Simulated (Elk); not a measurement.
```yaml
crystal:
  lattice:
    - [0.00000, 2.21480, 2.21480]
    - [2.21480, 0.00000, 2.21480]
    - [2.21480, 2.21480, 0.00000]
  atoms:
    - { symbol: Hf, position: [0.00000, 0.00000, 0.00000] }
    - { symbol: N, position: [0.50000, 0.50000, 0.50000] }
```

Level of theory: PBE, all-electron FP-LAPW, Elk's shipped species files, APW+lo basis with extra local orbitals in Elk 10.2.4.

The set-up and first iterations of an Elk log for HfN (Fm-3m, 2 atoms in the cell):

```
│ Elk code version 10.2.4 │

All units are atomic (Hartree, Bohr, etc.)

│ Ground-state run starting from atomic densities │

Lattice vectors :
   0.000000000       4.185365422       4.185365422
   4.185365422       0.000000000       4.185365422
   4.185365422       4.185365422       0.000000000

Unit cell volume      :    146.6324671
Brillouin zone volume :    1.691645912

Muffin-tin inner radius fraction :   0.1000000000E-01

Nuclei treated as point charges

Species :    1 (Hf)
 parameters loaded from : Hf.in
 name : hafnium
 nuclear charge    :   -72.00000000
 electronic charge :    72.00000000
 atomic mass :    325367.3656
 muffin-tin radius :    2.436000000
 number of radial points in muffin-tin :   1399
 atomic positions (lattice), magnetic fields (Cartesian) :
   1 :   0.00000000  0.00000000  0.00000000    0.00000000  0.00000000  0.00000000

Species :    2 (N)
 parameters loaded from : N.in
 name : nitrogen
   [... lines left out ...]
 using average radius
Maximum |G+k| for APW functions       :    3.998001000
Maximum (1/2)|G+k|²                   :    7.992005996
Maximum |G| for potential and density :    18.00000000
 potential will be trimmed for |G| > 2 gkmax
Constant for pseudocharge density :   11
Radial integration step length :    2

G-vector grid sizes :     35    35    35
Number of G-vectors :    14331

Maximum angular momentum used for
 APW functions                      :   10
 outer part of muffin-tin           :    8
 inner part of muffin-tin           :    4

Total nuclear charge    :   -79.00000000
Total core charge       :    48.00000000
Total valence charge    :    31.00000000
Total excess charge     :    0.000000000
Total electronic charge :    79.00000000

Effective Wigner radius, rₛ :   0.7623799748

Number of empty states         :    8
Total number of valence states :   24
Total number of core states    :   48

Conduction state local-orbitals added automatically
Total number of local-orbitals :  226

Exchange-correlation functional :     20     0     0
 Perdew-Burke-Ernzerhof, Phys. Rev. Lett. 77, 3865 (1996)
 gradient requirement :    1
 generalised gradient approximation (GGA)

Smearing type :    0
 Gaussian
Smearing width :   0.9995820000E-02
Effective electronic temperature (K) :    3156.430308

Mixing type :    3
 Broyden mixing, J. Phys. A: Math. Gen. 17, L317 (1984)

Kohn-Sham potential initialised from atomic data
│ Self-consistent loop started │
│ Loop number : 1 │
 total energy                :     -15149.5629370
│ Loop number : 2 │
 total energy                :     -15150.0656647
RMS change in Kohn-Sham potential (target) :    1.065493286     (  0.1000000000E-05)
Absolute change in total energy (target)   :   0.5027276887     (  0.1000000000E-03)
│ Loop number : 3 │
 total energy                :     -15149.6426512
RMS change in Kohn-Sham potential (target) :    1.051650101     (  0.1000000000E-05)
Absolute change in total energy (target)   :   0.2973315925     (  0.1000000000E-03)
│ Loop number : 4 │
 total energy                :     -15152.0745366
RMS change in Kohn-Sham potential (target) :   0.5446512506     (  0.1000000000E-05)
Absolute change in total energy (target)   :    2.357552475     (  0.1000000000E-03)
│ Loop number : 5 │
 total energy                :     -15152.3090715
RMS change in Kohn-Sham potential (target) :   0.1795325749     (  0.1000000000E-05)
Absolute change in total energy (target)   :   0.8239230527     (  0.1000000000E-03)
│ Loop number : 6 │
 total energy                :     -15153.1245325
RMS change in Kohn-Sham potential (target) :   0.4543401024E-01 (  0.1000000000E-05)
Absolute change in total energy (target)   :    1.021441695     (  0.1000000000E-03)
│ Loop number : 7 │
 total energy                :     -15150.7786265
RMS change in Kohn-Sham potential (target) :   0.2030800063E-01 (  0.1000000000E-05)
   [... lines left out ...]
```

Will this run converge, and how will it end?

The run ended unconverged after 100 iterations. It gives no final result for the task that was set. The log goes on:

```
 total energy                :     -15147.4389897
RMS change in Kohn-Sham potential (target) :   0.4325738051E-01 (  0.1000000000E-05)
   [... lines left out ...]
RMS change in Kohn-Sham potential (target) :   0.1416379459E-01 (  0.1000000000E-05)
Absolute change in total energy (target)   :   0.4298126233E-01 (  0.1000000000E-03)
│ Loop number : 98 │
 total energy                :     -15151.5764487
RMS change in Kohn-Sham potential (target) :   0.9513269530E-02 (  0.1000000000E-05)
Absolute change in total energy (target)   :   0.5195956800     (  0.1000000000E-03)
│ Loop number : 99 │
 total energy                :     -15160.4310964
RMS change in Kohn-Sham potential (target) :   0.6258443984E-01 (  0.1000000000E-05)
Absolute change in total energy (target)   :    8.984546664     (  0.1000000000E-03)
│ Loop number : 100 │
Reached self-consistent loops maximum

Energies :
 Fermi                       :     0.596658254784
 total energy                :     -15145.2948182

Density of states at Fermi energy :    17.57873018
 (states/Hartree/unit cell)

Estimated indirect band gap :   0.1825814505E-02
 from k-point     26 to k-point     15
Estimated direct band gap   :   0.5449250509E-01
 at k-point      7

Charges :
 core                        :    48.00000000
 valence                     :    31.00000000
 interstitial                :    3.230705532
 muffin-tins (core leakage)
  species :    1 (Hf)
   atom    1                 :    69.83557645     (  0.5714247436E-05)
  species :    2 (N)
   atom    1                 :    5.933718020     (  0.2252753034E-05)
 total in muffin-tins        :    75.76929447
 total calculated charge     :    78.99961201
 total charge                :    79.00000000
 error                       :   0.3879926556E-03

│ Self-consistent loop stopped │

   [... lines left out ...]
   IBS                       :    -0.00000000    0.00000000   -0.00000000
   total force               :    -0.00000000    0.00000000    0.00000000
   total magnitude           :     0.00000000
 species :    2 (N)
  atom :    1
   Hellmann-Feynman          :     0.00000000   -0.00000000    0.00000000
   IBS                       :    -0.00000000    0.00000000   -0.00000000
   total force               :     0.00000000   -0.00000000   -0.00000000
   total magnitude           :     0.00000000
```

The starting cell has typed, rounded lattice constants, without a prior relaxation at this level. For this run, on top of that: lattice scaled by 0.98. Spin-orbit coupling is off. Values depend on the basis (sphere radii, cutoffs, local orbitals), which need not be converged.

The run was DFT, PBE, all-electron FP-LAPW, Elk's shipped species files, APW+lo basis with extra local orbitals. Main settings of its input:

- xctype: 20
- rgkmax: 8
- stype: 0
- swidth: 0.00999582 Ha
- ngridk: 10 10 10
- tforce: true
- gmaxvr: 18 1/bohr
- lmaxapw: 10
- lmaxo: 8
- nxlo: 2
- lorbcnd: true
- lradstp: 2
